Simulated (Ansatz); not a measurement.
Base system: InSb in the zinc blende structure (space group F-43m, No. 216; a = 6.520 Å).

Computed with PBEsol (Ansatz, an electronic-structure program; PAW; 420 eV plane waves; without spin-orbit coupling), earlier PAW set.

For the base:

The lattice parameter a comes out as 12.321 bohr.

Modification: Be takes the place of In on all its sites, then cell and atoms are relaxed.

Tabulated Pauling electronegativity and covalent radius: In 1.78, 1.42 Å; Be 1.57, 0.96 Å.

Q: What does the calculation give for the lattice parameter a after the change?

A: The lattice parameter a decreases by 1.8013 bohr, from 12.321 bohr to 10.519 bohr.

No phonon test of stability was made. As relaxed here, BeSb is a hypothetical phase, not in the database extracts checked. The final runs are not spin-polarised. An odd electron count without spin: BeSb.
